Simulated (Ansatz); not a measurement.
The reference is BN in the wurtzite structure (space group P6_3mc, No. 186).

```xyz
4
Lattice="2.5410 0.0000 0.0000 -1.2705 2.2006 0.0000 0.0000 0.0000 4.2033" Properties=species:S:1:pos:R:3 pbc="T T T"
B      0.0000     1.4670     0.0011
B      1.2705     0.7335     2.1028
N      0.0000     1.4670     1.5751
N      1.2705     0.7335     3.6768
```

Cartesian axes are those of the cell as printed.

Method: PBEsol (Ansatz, a program for electronic structure), without spin-orbit coupling.

Before the change:

* **Valence-band top at Γ**: 0.00, 0.00, -0.28 eV
* **Shortest interatomic distance**: 1.559 Å
* **Smallest direct gap**: 8.21 eV

Perturbation: the cell is stretched by 1.80 % along x with no lateral relaxation, atoms relaxed at fixed cell.

Question: What happens to the valence-band top at Γ, shortest interatomic distance and smallest direct gap?

Answer: The valence-band top at Γ (three highest levels, from the VBM) becomes 0.00, -0.12, -0.30 eV (base: 0.00, 0.00, -0.28 eV); the shortest interatomic distance goes up by 0.002 Å to 1.561 Å; the smallest direct gap decreases by 0.215 eV (8.21 eV → 8.00 eV).

The cells carry an imposed strain or load. Stability against distortions was not tested.
